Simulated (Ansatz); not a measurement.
Given:

```
CELL_PARAMETERS angstrom
      3.21912     0.00000     0.00000
     -1.60956     2.78784     0.00000
      0.00000     0.00000    10.53839
ATOMIC_POSITIONS crystal
  Si 0.00000 0.00000 0.00026
  Si 0.00000 0.00000 0.50026
  Si 0.66667 0.33333 0.75036
  Si 0.33333 0.66667 0.25036
  C  0.00000 0.00000 0.81287
  C  0.00000 0.00000 0.31287
  C  0.66667 0.33333 0.56214
  C  0.33333 0.66667 0.06214
```

No spin polarisation.

Level of theory: PBE (Ansatz, a program for electronic structure), without spin-orbit coupling, earlier PAW set. Γ-centred 12×12×4 mesh, Fermi–Dirac width 0.05 eV.

Q: Predict the pressure, width of the top valence band and gap character.

A: Pressure (mean of the normal stresses, compression positive): -19.99 GPa
Width of the top valence band: 2.24 eV
Gap character: indirect, Γ → M

The cells carry an imposed strain or load. Whether these cells are dynamically stable was not tested. The cell was made from SiC (space group P6_3mc, No. 186) by this change: isotropic strain +4.04 %.
